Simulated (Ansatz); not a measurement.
The reference is GaN in the zinc blende structure (space group F-43m, No. 216; a = 4.498 Å).

Modification: every Ga is replaced by Al; the structure is relaxed again.

Levels (all Ansatz, a program for electronic structure, PAW): PBEsol (420 eV, spin-orbit coupling left out); PBEsol+SOC (420 eV, noncollinear with spin-orbit coupling).

The geometry is relaxed with PBEsol.

- PBEsol lowest conduction level above the VBM at special points: X 3.19 eV; Γ 4.06 eV; K 5.04 eV; U 5.04 eV
- PBEsol pressure: 0.0 kbar

Q: How does going to PBEsol+SOC change the lowest conduction level above the VBM at special points, hole mass, valence-band top at Γ and pressure?

A: The lowest conduction level above the VBM at special points becomes X 3.19 eV; Γ 4.05 eV; K 5.03 eV; U 5.03 eV (PBEsol: X 3.19 eV; Γ 4.06 eV; K 5.04 eV; U 5.04 eV); the hole mass (degenerate bands, along [100]) amounts to 0.42, 1.4 mₑ (at Γ); the valence-band top at Γ (three highest Kramers pairs, from the VBM) is 0.00, 0.00, -0.02 eV; the pressure remains 0.0 kbar.

Single points use the geometry relaxed with PBEsol. The spin-orbit shifts are approximate. The levels and masses belong to the bands next to the band gap. Effective masses come from finite differences of ±0.01 Å⁻¹. Stability against distortions was not tested. This is not the structure that AlN has at room temperature and ambient pressure. This is not the structure that GaN has at room temperature and ambient pressure.
